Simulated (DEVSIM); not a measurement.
**abrupt GaAs n-p junction**

Structure: abrupt GaAs n-p junction, at 250 K.

```tsv
layer (left to right)	material	thickness (μm)	Nd (cm⁻³)	Na (cm⁻³)	τn (s)	τp (s)
1	GaAs	0.130	1.4e16	-	9.8e-9	9.8e-9
2	GaAs	0.430	-	1.5e16	9.8e-9	9.8e-9
```

Left contact: ohmic. Right contact: ohmic. Voltage is applied to the left contact. Recombination: SRH at mid-gap, radiative, Auger. Mobility is μmin + (μ − μmin)/(1 + (N/Nref)^α).

This is a model device: material constants are rounded textbook-type values typed into the input, and sizes, dopings and lifetimes were drawn at random. Values at 300 K; Nc and Nv go as T^1.5, mobilities as T to minus their exponent, the gap by Varshni's rule with the affinity fixed.

```csv
parameter,GaAs
gap (eV),1.424
affinity (eV),4.07
permittivity,12.9
Nc (cm⁻³),4.7e17
Nv (cm⁻³),9e18
μn (cm²/Vs),8500
μp (cm²/Vs),400
"μn,min",500
"μp,min",20
"Nref,n",6e16
"Nref,p",1.5e17
αn,0.39
αp,0.38
T exponent of μn,2.1
T exponent of μp,2.2
B (cm³/s),2e-10
Cn (cm⁶/s),1e-30
Cp (cm⁶/s),1e-30
Varshni α (eV/K),0.000541
Varshni β (K),204
```

DEVSIM, 1D drift-diffusion, Boltzmann statistics, complete ionisation; no tunnelling, impact ionisation, image-force lowering or self-heating.

```json
{
  "potential_step_across_the_device_at_zero_bias": "1.244 V",
  "largest_field_in_the_device_at_zero_bias": "54000 V/cm",
  "Dark forward voltage at 1 A/cm²": "1.036 V",
  "Dark forward voltage at 100 A/cm²": "1.140 V"
}
```

Dark forward current:

```tsv
V (V)	J (A/cm²)
-0.05	-1.1e-13
-0.10	-4.5e-13
-0.20	-5.2e-12
-0.25	-1.7e-11
-0.30	-5.6e-11
-0.35	-1.8e-10
-0.45	-2.0e-9
-0.50	-6.7e-9
-0.55	-2.2e-8
-0.60	-7.7e-8
-0.70	-1.1e-6
-0.75	-5.6e-6
-0.80	-3.5e-5
-0.85	-0.00028
-0.95	-0.022
-1.00	-0.20
-1.05	-1.9
-1.10	-17
-1.20	-1100
-1.25	-5400
```
